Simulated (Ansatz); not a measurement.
Consider Ta in the bcc (W type) structure (space group Im-3m, No. 229; a = 3.282 Å).

Method: PBEsol (Ansatz, a quantum-chemistry and plane-wave program; PAW; 420 eV plane waves; spin-orbit coupling left out).

One change was made to it. Results:

```
quantity                              base       after
-----------------------------  -----------  ----------
shortest interatomic distance      2.842 Å     2.414 Å
density                        17.00 g/cm³  8.57 g/cm³
```

Problem. Which of these changes matches the shifts?
(A) Ta → Fe
(B) Ta → In
(C) Ta → Lu

Solution. A, Ta → Fe. For comparison, the shortest interatomic distance in the other runs: Ta → Lu gives 3.308 Å; Ta → In gives 3.225 Å.

Other magnetic orders, which the real material may have, were not ruled out. Whether these cells are dynamically stable was not tested. For Lu and In in this form, whether it has been made was not checked. Spin-polarised in the final run: Fe; the other runs are not. This is not the structure that Lu has at room temperature and ambient pressure. This is not the structure that In has at room temperature and ambient pressure.
